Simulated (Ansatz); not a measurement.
Candidates (primitive cells; geometry: cell and atoms relaxed with PBEsol):
A. AgBr (Fm-3m), a = b = c = 4.012 Å, α = β = γ = 60.00°
B. RbLaS$_{2}$ (R-3m), a = b = c = 7.9343 Å, α = β = γ = 31.20°
C. Al2O3 (R-3c), a = 5.1398 Å, b = 5.1398 Å, c = 5.1398 Å, α = 55.34°, β = 55.34°, γ = 55.34°
D. AlN (P6_3mc), a = b = 3.1138 Å, c = 4.9837 Å, α = β = 90.00°, γ = 120.00°
E. SrHfO3 (Pm-3m), a = 4.1058 Å, b = 4.1058 Å, c = 4.1058 Å, α = 90.00°, β = 90.00°, γ = 90.00°

**Question.** Order them by electron conductivity mass (lowest first) at the level Ansatz (a first-principles code) with PBEsol, rigid bands.

**Answer.** A (0.188 mₑ), D (0.31 mₑ), C (0.39 mₑ), E (0.50 mₑ), B (0.68 mₑ)

Masses are for dilute carriers at 300 K, harmonic means over directions unless an axis is named. Spin-orbit coupling is left out.

Formula and space group known from diffraction (Crystallography Open Database), not checked to be the room-temperature form: RbLaS2 (R-3m), SrHfO3 (Pm-3m). The missing spin-orbit coupling matters most for SrHfO3 (Pm-3m).
